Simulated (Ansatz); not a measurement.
Start from InP in the zinc blende structure (space group F-43m, No. 216; a = 5.8786 Å). Axes: x, y, z lie along the cube axes.

Computed with PBEsol (Ansatz, a program for electronic structure, PAW, spin-orbit coupling left out).

For the base:

| Property | Value |
|---|---|
| Band gap | 0.57 eV |
| Valence-band top at Γ | 0.00, 0.00, 0.00 eV |

It is then changed as follows: the cell is stretched by 1.82 % along z with no lateral relaxation, atoms relaxed at fixed cell.

Question: What happens to the band gap and valence-band top at Γ?

Answer: The band gap drops by 0.13 eV (0.57 eV → 0.44 eV); the valence-band top at Γ (three highest levels, from the VBM) goes from 0.00, 0.00, 0.00 eV to 0.00, 0.00, -0.09 eV.

The cells carry an imposed strain or load. Stability against distortions was not tested.
